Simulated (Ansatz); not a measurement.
Ansatz (a quantum-chemistry and plane-wave program) run on LaPb3 (P4mm, 4 atoms in the cell): self-consistent single point.

Method: LDA (PW92), default PAW files made with PBE (plane waves; Ansatz).

The change in words: lattice scaled by 0.98; kpoints.mp_grid.grid: 7 7 7 → 9 9 9; scf.occupations.width: 0.1 eV → 0.05 eV. Reference geometry:
```
LaPb3
1.0
    4.93347     0.00000     0.00000
    0.00000     4.93347     0.00000
    0.00000     0.00000     4.93347
La Pb
1 3
Cartesian
  0.00000   0.00000   0.05000
  0.00000   2.46674   2.46674
  2.46674   0.00000   2.46674
  2.46674   2.46674   0.00000
```

Reference input (self-consistent single point, DFT, LDA (PW92), plane waves, default PAW files made with PBE): basis.ecutwfc = 420 eV; kpoints.mp_grid.grid = 7 7 7; hamiltonian.xc = lda; hamiltonian.pseudopotentials = {kind: paw} (the program's default PAW files); scf.occupations.method = gaussian; scf.occupations.width = 0.1 eV. This run's input differs from it in these lines:

Ansatz 0.2 input:
```diff
@@ -3,5 +3,5 @@
   lattice:
-    - [4.93347500, 0.00000000, 0.00000000]
-    - [0.00000000, 4.93347500, 0.00000000]
-    - [0.00000000, 0.00000000, 4.93347500]
+    - [4.83480600, 0.00000000, 0.00000000]
+    - [0.00000000, 4.83480600, 0.00000000]
+    - [0.00000000, 0.00000000, 4.83480600]
   atoms:
@@ -15,3 +15,3 @@
   mp_grid:
-    grid: [7, 7, 7]
+    grid: [9, 9, 9]
 hamiltonian:
@@ -23,3 +23,3 @@
     method: gaussian
-    width: 0.1 eV
+    width: 0.05 eV
 output:
```

Output (repeated stretches shortened):

```
SCF iter   1: F=—  HF=-40885.248033 eV  |F-HF|=—  |Δ(HF+E_count)|=         —  Δρ=5.97e-3  dr2=4.74e-2  ethr=1.77e-3  ⟨swp⟩=6.0  Hψ=10209  notcnv=0
all-band conjugate gradients solve this SCF's bands
preconditioner: auto → Resta (q_TF=auto, 2.405 Å⁻¹)
SCF iter   2: F=—  HF=-40885.239884 eV  |F-HF|=—  |Δ(HF+E_count)|=   8.15e-3  Δρ=2.85e-3  dr2=6.96e-3  ethr=8.95e-5  ⟨swp⟩=2.9  Hψ=4156  notcnv=0  defer=73
SCF iter   3: F=—  HF=-40885.237774 eV  |F-HF|=—  |Δ(HF+E_count)|=   2.11e-3  Δρ=4.54e-4  dr2=5.11e-4  ethr=1.31e-5  ⟨swp⟩=3.6  Hψ=4757  notcnv=0  defer=77
SCF iter   4: F=—  HF=-40885.237666 eV  |F-HF|=—  |Δ(HF+E_count)|=   1.09e-4  Δρ=1.62e-4  dr2=3.96e-5  ethr=9.64e-7  ⟨swp⟩=2.0  Hψ=2985  notcnv=0  defer=70
SCF iter   5: F=—  HF=-40885.237663 eV  |F-HF|=—  |Δ(HF+E_count)|=   2.66e-6  Δρ=3.02e-5  dr2=1.18e-6  ethr=7.46e-8  ⟨swp⟩=2.0  Hψ=3762  notcnv=0  defer=70
SCF iter   6: F=-40885.237663 eV  HF=-40885.237663 eV  |F-HF|=3.27e-8  |Δ(HF+E_count)|=   1.88e-7  Δρ=7.15e-6  dr2=6.75e-8  ethr=1.89e-10  ⟨swp⟩=11.3  Hψ=14414  notcnv=0
SCF 1 converged in 6 iterations: F = -40885.237663 eV  dr2 = 6.75e-8
Free energy (F): -40885.237663 eV
Internal energy: -40885.236290 eV  (E = F + TS)
E sigma→0 (E₀):  -40885.236977 eV
Entropy (-TS):   -0.001372 eV (-0.343 meV/atom)
Fermi energy:    12.545938 eV
--- Forces (eV/Å), atoms counted from 1 ---
  atom   1  La    -0.00000000     0.00000000    -0.26019564
  atom   2  Pb     0.00000000     0.00000000     0.13681912
  atom   3  Pb     0.00000000     0.00000000     0.13681912
  atom   4  Pb     0.00000000     0.00000000    -0.01342947
--- Stress (GPa, compression-positive) ---
       -0.077339       0.000000       0.000000
        0.000000      -0.077339       0.000000
        0.000000       0.000000      -0.075245
  P = ⅓ Tr σ = -0.0766 GPa (-0.766 kbar)
  The stress holds the Pulay correction. Without it, at fixed plane waves, as pw.x and ABINIT print it: P = -0.0929 GPa
```

The run converged in 6 iterations. Against the reference run the free energy goes down by 12.8 meV/atom, the pressure goes from -3.29 to -0.08 GPa and the largest force goes from 0.219 to 0.260 eV/Å.

The starting cell comes from a database of computed structures (which also holds hypothetical and non-ambient phases and stackings), without a prior relaxation at this level. Its lattice was rescaled by up to half a per cent. One atom was moved a little off its site on purpose. For this run, on top of that: lattice scaled by 0.98. Ansatz's pressure includes its estimate of the finite-basis (Pulay) stress.
